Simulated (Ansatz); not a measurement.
Response to strain in SrHfN2

Base system: SrHfN2 (space group R-3m, No. 166; a = 3.320 Å, c = 17.583 Å (hexagonal axes); a cell from a computed database, its experimental status unchecked). Axes: x lies along a and z along c of the hexagonal cell.

Strains are applied to the cell and any free atomic positions relax.

Levels (all Ansatz, an electronic-structure program, PAW): PBEsol (420 eV, no SOC); r2SCAN (500 eV, no SOC); HSE06 (420 eV, no SOC).

Band gaps by level, all at the geometries relaxed with PBEsol:

| case | PBEsol | r2SCAN | HSE06 |
|---|---|---|---|
| base | 0.17 eV | 0.60 eV | 1.15 eV |
| uniaxial strain ε_xx = +0.16 % | 0.16 eV | 0.60 eV | 1.15 eV |
| uniaxial strain ε_xx = +3.19 % | 0.11 eV | 0.54 eV | ___ |
| uniaxial strain ε_xx = +4.17 % | 0.09 eV | 0.52 eV | 1.08 eV |
| uniaxial strain ε_yy = −5.44 % | zero | 0.11 eV | – |
| strain tensor (xx, yy, zz, yz, xz, xy) = (−1.90, −0.61, −0.94, +0.87, −0.11, +0.58) % | zero | ___ | ___ |

Task: Complete the table.

Result: 
- uniaxial strain ε_xx = +3.19 %, HSE06: 1.10 eV
- strain tensor (xx, yy, zz, yz, xz, xy) = (−1.90, −0.61, −0.94, +0.87, −0.11, +0.58) %, r2SCAN: 0.45 eV
- strain tensor (xx, yy, zz, yz, xz, xy) = (−1.90, −0.61, −0.94, +0.87, −0.11, +0.58) %, HSE06: 1.00 eV

Single points use the geometry relaxed with PBEsol. HSE06 gaps are upper bounds (no full band path). The mesh was chosen for an insulator and is coarse for the gapless case. With Hf present, leaving out spin-orbit coupling can change the band edges. Whether these cells are dynamically stable was not tested. The final runs are not spin-polarised. Gaps under 0.05 eV, about the width of the smearing, are given as zero. A zero or small gap of SrHfN2 can be the functional's error rather than a property of the material.
